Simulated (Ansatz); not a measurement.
**A computed series for AlN: pressure series**

Consider AlN in the wurtzite structure (space group P6_3mc, No. 186; a = 3.1302 Å, c = 5.0180 Å).

Cell and atoms are relaxed at each pressure.

Calculations: Kohn–Sham DFT with the PBE functional, run in Ansatz (a quantum-chemistry and plane-wave program) with PAW and 420 eV plane waves, spin-orbit coupling left out.

Candidates:
(a) pressure −1 GPa
(b) pressure 4.5 GPa
(c) pressure 2.1 GPa
(d) pressure 0.9 GPa
(e) pressure −2 GPa

Before the change:

```
Item       Result
--------  -------
Band gap  4.03 eV
```

Problem. Order them by band gap, lowest first.

Solution. (e) pressure −2 GPa (3.95 eV), (a) pressure −1 GPa (3.99 eV), (d) pressure 0.9 GPa (4.07 eV), (c) pressure 2.1 GPa (4.12 eV), (b) pressure 4.5 GPa (4.22 eV)

Load acts through the strain it causes; cell and atoms are relaxed under it. No phonon test of stability was made. Tetrahedral semiconductors of this kind turn to denser phases somewhere between about 1 and 50 GPa; those were not computed, so compressed cells here can lie past the real transition.
